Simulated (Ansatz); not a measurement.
**PBE-D3(BJ) against PBEsol-D3(BJ): CrI3, pressure 0.7 GPa**

The reference is CrI3 in the BiI3 type structure (space group R-3, No. 148; a = 6.818 Å, c = 19.478 Å (hexagonal axes); ferromagnetic; layered, stacked along the Cartesian z axis).

(Cell as relaxed with PBE-D3(BJ).)

Levels (all Ansatz, a first-principles code, PAW): PBE-D3(BJ) (420 eV, spin-orbit coupling left out); PBEsol-D3(BJ) (420 eV, no spin-orbit coupling).

Each level relaxes its own structure.

```csv
base,PBE-D3(BJ),PBEsol-D3(BJ)
volume per atom,32.67 Å³,29.77 Å³
lattice parameter a,6.818 Å,6.656 Å
band gap,1.08 eV,0.94 eV
largest site moment,2.92 μB,2.86 μB
```

Modification: cell and atoms relaxed at a pressure of 0.7 GPa.

| quantity | PBE-D3(BJ) | PBEsol-D3(BJ) |
|---|---|---|
| magnetic state | ferromagnetic | ___ |
| largest site moment | 2.91 μB | ___ |
| volume per atom | 31.50 Å³ | ___ |

Task: Predict the PBEsol-D3(BJ) column.

Result: 
- magnetic state, PBEsol-D3(BJ): ferromagnetic
- largest site moment, PBEsol-D3(BJ): 2.84 μB
- volume per atom, PBEsol-D3(BJ): 29.01 Å³

PBE-D3(BJ)'s largest site moment lies 0.07 μB above PBEsol-D3(BJ)'s; PBE-D3(BJ)'s volume per atom lies 2.49 Å³ above PBEsol-D3(BJ)'s (8.6 %); the two agree on the magnetic state. Neither level is exact; PBEsol-D3(BJ) is the comparison here, not a measurement.

The magnetic state is the one reached from the starting moments; the real material's order can differ, and small cells can't hold many antiferromagnetic ones. Spin-orbit coupling, missing from the scalar runs, can matter with I. Load acts through the strain it causes; cell and atoms are relaxed under it. No phonon test of stability was made.
